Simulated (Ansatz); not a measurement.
An Ansatz (a quantum-chemistry and plane-wave program) run: Mg with a change (Mg → Na); r2SCAN/PAW in Ansatz, no spin-orbit coupling.

Input:

Ansatz 0.2 input:
```yaml
crystal:
  lattice:
    - [3.7644960954, 0, 0]
    - [-1.8822480477, 3.2601492511, 0]
    - [0, 0, 6.1530473663]
  atoms:
    - { symbol: Na, position: [0.3333333333, 0.6666666667, 0.75] }
    - { symbol: Na, position: [0.6666666667, 0.3333333333, 0.25] }
basis: { ecutwfc: 500, ecutrho_ratio: 4, xc_grid: 4, fft_grid_basis: typed }
kpoints: { mp_grid: { grid: [14, 14, 8] } }
hamiltonian:
  xc: r2scan
  dispersion: none
  pseudopotentials: { kind: paw }
scf: { occupations: { method: fermi_dirac, width: 0.05 }, convergence: { dr2_threshold: 0.0000000002 } }
output: { forces: true, stress: true }
checkpoint: { write: state.ck, write_every: 1000 }
```

Output:

```
WARN ansatz: RAYON_NUM_THREADS=1 ignored (pool sized by the plan → 1); use --threads N
Pseudopotentials: kind: paw
Pseudopotential: Na, paw, valence charge 9
Functional definition: r2SCAN
Crystal: 2 atoms, lattice volume = 75.515 Å³
Basis set: ecut = 500 eV, 1919 PW (Γ), exchange–correlation on 120×120×180 points (64 copies of the dense FFT grid, shifted against one another)
Bands: 13, of which v1, the nominal top of the filled ones, is band 9 counted from 1 (8 counted from 0)
Symmetry: 24 space group operations
Space group: P63/mmc (ITA 194), of the structure as read, at distance tolerance 4.2e-5 Å
k-points: 120 of 1568
PAW frozen core: Na, regenerated for the run's functional
Initial density: superposition of atomic densities (neutral atoms: chi_scale 0, normalization atom), corrected by the library's trained network
Initial wavefunctions: pseudopotential atomic-orbital guess
Eigensolver: davidson
Functional: x = r2scan, c = r2scan; τ floored in thin density (d = 2e-4 eV/Å³)
SCF iter   1: F=—  HF=-2977.243407 eV  |F-HF|=—  |Δ(HF+E_count)|=         —  Δρ=7.15e-3  dr2=1.72e-2  dr2_τ=2.37e-4  ethr=1.77e-3  ⟨swp⟩=4.2  Hψ=7936  notcnv=0
all-band conjugate gradients solve this SCF's bands
preconditioner: auto → Kerker (q_TF=auto, 2.148 Å⁻¹)
SCF iter   2: F=—  HF=-2977.233562 eV  |F-HF|=—  |Δ(HF+E_count)|=   9.85e-3  Δρ=2.37e-3  dr2=2.25e-3  dr2_τ=6.10e-4  ethr=9.55e-5  ⟨swp⟩=2.0  Hψ=4078  notcnv=0  defer=2
SCF iter   3: F=—  HF=-2977.233986 eV  |F-HF|=—  |Δ(HF+E_count)|=   4.24e-4  Δρ=6.25e-4  dr2=1.91e-4  dr2_τ=3.60e-5  ethr=1.25e-5  ⟨swp⟩=2.0  Hψ=3047  notcnv=0  defer=2
SCF iter   4: F=—  HF=-2977.234255 eV  |F-HF|=—  |Δ(HF+E_count)|=   2.69e-4  Δρ=8.42e-5  dr2=8.16e-6  dr2_τ=4.04e-7  ethr=1.06e-6  ⟨swp⟩=2.0  Hψ=1909  notcnv=0  defer=2
SCF iter   5: F=—  HF=-2977.234258 eV  |F-HF|=—  |Δ(HF+E_count)|=   3.32e-6  Δρ=2.46e-5  dr2=9.02e-7  dr2_τ=3.45e-8  ethr=4.53e-8  ⟨swp⟩=2.0  Hψ=1921  notcnv=0  defer=2
SCF iter   6: F=—  HF=-2977.234260 eV  |F-HF|=—  |Δ(HF+E_count)|=   2.07e-6  Δρ=5.57e-6  dr2=1.94e-8  dr2_τ=1.76e-9  ethr=5.01e-9  ⟨swp⟩=1.8  Hψ=1685  notcnv=0  defer=2
SCF iter   7: F=—  HF=-2977.234260 eV  |F-HF|=—  |Δ(HF+E_count)|=   3.07e-8  Δρ=1.32e-6  dr2=2.03e-9  dr2_τ=4.55e-11  ethr=1.08e-10  ⟨swp⟩=2.4  Hψ=2668  notcnv=0  defer=2
SCF iter   8: F=-2977.234260 eV  HF=-2977.234260 eV  |F-HF|=4.32e-11  |Δ(HF+E_count)|=  6.43e-10  Δρ=4.60e-7  dr2=1.16e-10  dr2_τ=1.54e-11  ethr=1.11e-12  ⟨swp⟩=2.5  Hψ=5872  notcnv=0
SCF 1 converged in 8 iterations: F = -2977.234260 eV  dr2 = 1.16e-10
SCF converged after 8 iterations
Free energy (F): -2977.234260 eV
Harris-Foulkes:  -2977.234260 eV  (|F-HF|=4.32e-11)
Internal energy: -2977.226857 eV  (E = F + TS)
E sigma→0 (E₀):  -2977.230559 eV
Entropy (-TS):   -0.007403 eV (-3.702 meV/atom)
Fermi energy:    1.670032 eV
--- Per-component energies (eV) ---
  E_band       = -505.755322
  E_kinetic    = 240.214834
  E_local      = -2902.166958  (includes V_loc(G=0)·N_el)
  E_nonlocal   = 231.794837
  E_hartree    = 1064.061763
  E_xc         = -71.441940
  E_vxc        = -107.522635  (∫ρ·V_xc dr)
  E_paw        = -535.504055  (= ΣΔE_a)
  E_vpaw       = -105.890619  (= ΣTr[D̂ρ^β])
  E_aug_tail   = -0.000002  (compensation charges beyond the density's cutoff)
  E_vtau       = 9.691707  (kinetic-family band-sum trace: ∫τ·v_τ [+ j·A + Jᵃ·Aᵃ] dr)
  E_ewald      = -1004.132803
  E_core_change = -0.052535  (= ΣΔE_core)
  E_smearing   = -0.007403  (= −TS)
  E_closure    = -0.000000  (closes the sum)
  Σ components = -2977.234260   (vs F -2977.234260, Δ=0.00e0)
  [band-id]    e_kinetic+e_local+e_nonlocal+2·e_hartree+e_vxc+e_vpaw+e_augmentation_tail+e_vtau = -505.755310   (vs E_band -505.755322, Δ=1.14e-5)
--- Forces (eV/Å), atoms counted from 1 ---
  atom   1  Na     0.00000000    -0.00000000     0.00000000
  atom   2  Na    -0.00000000     0.00000000     0.00000000
  max |Σ_I F_I| component: 1.45e-19 eV/Å
--- Stress (GPa, compression-positive) ---
       -0.001989      -0.000000       0.000000
       -0.000000      -0.001989       0.000000
        0.000000       0.000000      -0.000262
  P = ⅓ Tr σ = -0.0014 GPa (-0.014 kbar)
  The stress holds the Pulay correction. Without it, at fixed plane waves, as pw.x and ABINIT print it: P = -0.0093 GPa
  The stress includes an estimate of the error left by incomplete SCF convergence (largest component -0.0000 GPa).
--- Band table ---
  band table: none
```

Whether these cells are dynamically stable was not tested. The cell was made from Mg by this change: Mg → Na; the result is a model cell. This is not the structure that Na has at room temperature and ambient pressure.
